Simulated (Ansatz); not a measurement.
An Ansatz (a first-principles code) run: Cs2AgBiBr6 with a change (biaxial strain −3.00 %, plane normal [001], relaxed out of plane); plane-wave PAW DFT at the LDA level (Ansatz, 420 eV), spin-orbit coupling left out.

Input:

Ansatz 0.2 input:
```yaml
crystal:
  lattice:
    - [7.5423067, 0, 0]
    - [0, 7.5423067, 0]
    - [3.77115335, -3.77115335, 5.5806334604]
  atoms:
    - { symbol: Bi, position: [0, 0, 0] }
    - { symbol: Ag, position: [0.5, 0.5, 0] }
    - { symbol: Cs, position: [0.75, 0.75, 0.5] }
    - { symbol: Cs, position: [0.25, 0.25, 0.5] }
    - { symbol: Br, position: [0.2554515643, 0.7445484357, 0] }
    - { symbol: Br, position: [0.2554515643, 0.2554515643, 0] }
    - { symbol: Br, position: [0.7445484357, 0.2554515643, 0] }
    - { symbol: Br, position: [0.7445484357, 0.7445484357, 0] }
    - { symbol: Br, position: [0.7445484357, 0.2554515643, 0.5109031286] }
    - { symbol: Br, position: [0.2554515643, 0.7445484357, 0.4890968714] }
basis: { ecutwfc: 420, ecutrho_ratio: 4, xc_grid: 2, fft_grid_basis: typed }
kpoints: { mp_grid: { grid: [5, 5, 5] } }
hamiltonian:
  xc: lda
  dispersion: none
  pseudopotentials: { kind: paw }
scf: { occupations: { method: fermi_dirac, width: 0.05 } }
relax: { f_tol: 0.005, max_steps: 50, cell: { stress_tol: 0.01, fix: [a, b, gamma] } }
output: { forces: true, stress: true }
checkpoint: { write: state.ck, write_every: 1000 }
```

Output (explanatory and most iteration lines left out):

```
Relaxation: its limit of steps is 50 (relax.max_steps)
Pseudopotential: Bi, paw, valence charge 15
Pseudopotential: Ag, paw, valence charge 19
Pseudopotential: Cs, paw, valence charge 9
Pseudopotential: Br, paw, valence charge 7
Crystal: 10 atoms, lattice volume = 317.462 Å³
Basis set: ecut = 420 eV, 6195 PW (Γ), exchange–correlation on 108×108×108 points (8 copies of the dense FFT grid, shifted against one another)
Bands: 57, of which v1, the nominal top of the filled ones, is band 47 counted from 1 (46 counted from 0)
Symmetry: 16 space group operations
Space group: I4/mmm (ITA 139), of the structure as read, at distance tolerance 6.8e-5 Å
k-points: 18 of 125
Functional: x = slater, c = lda
SCF iter   1: F=—  HF=-46727.854856 eV  |F-HF|=—  |Δ(HF+E_count)|=         —  Δρ=5.61e-3  dr2=8.80e-2  ethr=1.77e-3  ⟨swp⟩=12.4  Hψ=5522  notcnv=0  defer=12
SCF iter   2: F=—  HF=-46727.839937 eV  |F-HF|=—  |Δ(HF+E_count)|=   1.49e-2  Δρ=2.59e-3  dr2=1.53e-2  ethr=9.36e-5  ⟨swp⟩=2.6  Hψ=2123  notcnv=0  defer=36
SCF 1 converged in 7 iterations: F = -46727.836323 eV  dr2 = 3.86e-8
relax step   1: F+E_penalty+E_count = -46727.83632255 eV  Δ(F+E_penalty+E_count) = +0.000e0 eV  max|allowed force component| = 1.894e-1 eV/Å  Δτ_max = 0.0000 Å  P = +1.909 GPa  Ω = 317.462 Å³  fix = [a, b, gamma]  reactions: a +2.868, b +2.868 GPa  (7 SCF iters, dr2 threshold 1.00e-7 eV, accepted)
[... steps on the carried basis left out ...]
relax step   5: F+E_penalty+E_count = -46727.85809474 eV  Δ(F+E_penalty+E_count) = -4.975e-4 eV  max|allowed force component| = 1.011e-3 eV/Å  Δτ_max = 0.0071 Å  P = +1.683 GPa  Ω = 319.368 Å³  energy of the carried Pulay correction = -2.586e-4 eV  fix = [a, b, gamma]  reactions: a +2.521, b +2.521 GPa  (5 SCF iters, dr2 threshold 5.00e-8 eV, accepted)
Crystal: 10 atoms, lattice volume = 319.368 Å³
SCF iter   1: F=—  HF=-46727.858460 eV  |F-HF|=—  |Δ(HF+E_count)|=         —  Δρ=1.89e-5  dr2=9.06e-8  ethr=8.80e-7  ⟨swp⟩=3.6  Hψ=8353  notcnv=0
SCF iter   2: F=—  HF=-46727.858351 eV  |F-HF|=—  |Δ(HF+E_count)|=   1.09e-4  Δρ=9.76e-6  dr2=2.93e-8  ethr=9.64e-11  ⟨swp⟩=4.0  Hψ=3158  notcnv=0
SCF 6 converged in 7 iterations: F = -46727.858352 eV  dr2 = 5.49e-13
SCF converged after 7 iterations
Free energy (F): -46727.858352 eV
Internal energy: -46727.858347 eV  (E = F + TS)
E sigma→0 (E₀):  -46727.858349 eV
Entropy (-TS):   -0.000005 eV (-0.000 meV/atom)
Fermi energy:    6.074498 eV
--- Forces (eV/Å), atoms counted from 1 ---
  atom   1  Bi     0.00000000     0.00000000     0.00000000
  atom   2  Ag     0.00000000    -0.00000000     0.00000000
  atom   3  Cs     0.00000000     0.00000000    -0.00000000
  atom   4  Cs     0.00000000     0.00000000     0.00000000
  atom   5  Br     0.00016389    -0.00016389     0.00000000
  atom   6  Br     0.00016389     0.00016389     0.00000000
  atom   7  Br    -0.00016389     0.00016389     0.00000000
  atom   8  Br    -0.00016389    -0.00016389     0.00000000
  atom   9  Br     0.00000000     0.00000000    -0.00103630
  atom  10  Br     0.00000000     0.00000000     0.00103630
--- Stress (GPa, compression-positive) ---
        2.521078       0.000000       0.000000
        0.000000       2.521078       0.000000
        0.000000       0.000000       0.006947
  P = ⅓ Tr σ = 1.6830 GPa (16.830 kbar)
--- Relaxed structure (5 steps of the walk, 5 accepted, 1 SCFs on fresh bases) ---
  cell:  # Å, volume = 319.3679 Å³
    - [7.5423067, 0.0, 0.0]
    - [0.0, 7.5423067, 0.0]
    - [3.77115335, -3.77115335, 5.614135662228952]
  atoms:
    - { symbol: Bi, position: [-1.2879076744899733e-19, -9.977080168633735e-20, -1.5542352748002092e-20] }
    - { symbol: Ag, position: [0.5, 0.5, -1.5542352748002092e-20] }
    - { symbol: Cs, position: [0.75, 0.75, 0.5] }
    - { symbol: Cs, position: [0.25, 0.25, 0.5] }
    - { symbol: Br, position: [0.2578999283008742, 0.7421000716991257, -1.5542352748002092e-20] }
    - { symbol: Br, position: [0.2578999283008742, 0.2578999283008742, -1.5542352748002092e-20] }
    - { symbol: Br, position: [0.7421000716991257, 0.2578999283008742, -1.5542352748002092e-20] }
    - { symbol: Br, position: [0.7421000716991257, 0.7421000716991257, -1.5542352748002092e-20] }
    - { symbol: Br, position: [0.7485015992613413, 0.25149840073865865, 0.5029968014773173] }
    - { symbol: Br, position: [0.25149840073865865, 0.7485015992613413, 0.4970031985226827] }
```

With Bi present, leaving out spin-orbit coupling can change the band edges. Stability against distortions was not tested. The cell was made from Cs2AgBiBr6 (space group Fm-3m, No. 225) by this change: biaxial strain −3.00 %, plane normal [001], relaxed out of plane.
